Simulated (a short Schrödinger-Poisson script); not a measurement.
## MOS inversion layer, SiO2 on p-type Ge(111)

Stack: MOS inversion layer, SiO2 on p-type Ge(111), at 300 K.

```tsv
layer	material	thickness (nm)	Na (cm⁻³)
1	SiO2	3	-
2	Ge	640	4.1e17
```

Constants are typed, rounded textbook-type inputs, not results; the design itself was drawn at random and stands for no fabricated device. SiO2: permittivity 3.9, conduction-band edge (eV) 3.1, gap (eV) 9, electron mass (mₑ) 0.5. Ge: permittivity 16, conduction-band edge (eV) 0, gap (eV) 0.664, Nv at 300 K (cm⁻³) 6e18.

Channel valleys (confinement mass, in-plane density-of-states mass, number): L1 1.59, 0.08, 1; L3 0.09, 0.34, 3. At the gate the conduction-band edge of layer 1 lies 3.37 eV − eVg above the Fermi level of the channel; the field vanishes at the back. Gaps are held at their typed values at every temperature. Mesh 0.03 nm at interfaces.

Solved with a short Schrödinger-Poisson script written for these runs: 1D Poisson equation in equilibrium, electrons quantum, Hartree (BenDaniel-Duke, 12 states a valley, the channel's in-plane mass for all, wave functions free to enter the dielectric), parabolic valleys, classical holes, full ionisation, no traps, pinning or gate leakage.

```tsv
Vg (V)	electrons (cm⁻²)	C (μF/cm²)	L1 E0 (meV)	L1 E1 (meV)	L3 E0 (meV)	L3 E1 (meV)
0.1	1.19e6	0.327	384.9	412.7	433.3	497.3
0.2	1.39e7	0.295	315.8	346.7	369.4	442.9
0.3	1.99e8	0.271	243.8	277.4	301.7	383.2
0.4	3.15e9	0.262	169.8	205.9	231.6	319.9
0.5	4.53e10	0.369	98.6	136.9	163.9	258.1
0.6	2.81e11	0.666	48.5	89.5	117.4	216.1
0.7	7.14e11	0.825	20.8	64.8	93.5	195.3
0.8	1.23e12	0.892	2.7	49.8	79.3	183.6
0.9	1.79e12	0.928	-11.1	39.1	69.2	175.8
1	2.37e12	0.950	-22.6	30.7	61.5	170.2
1.1	2.96e12	0.965	-32.6	23.7	55.0	165.9
1.2	3.56e12	0.976	-41.7	17.7	49.6	162.5
1.3	4.17e12	0.985	-50.0	12.5	44.7	159.7
1.4	4.78e12	0.992	-57.9	7.7	40.4	157.3
1.5	5.40e12	0.998	-65.2	3.4	36.4	155.4
1.6	6.03e12	1.00	-72.3	-0.6	32.8	153.7
1.7	6.65e12	1.01	-79.0	-4.3	29.4	152.2
1.8	7.28e12	1.01	-85.4	-7.8	26.3	150.9
1.9	7.92e12	1.02	-91.6	-11.1	23.3	149.9
2	8.55e12	1.02	-97.6	-14.1	20.5	148.9
```

Gate voltages with under 1e6 electrons/cm² are left out.

Subbands count from the Fermi level.

Only the L valleys are kept; under strong confinement the Δ valleys of Ge fill too.
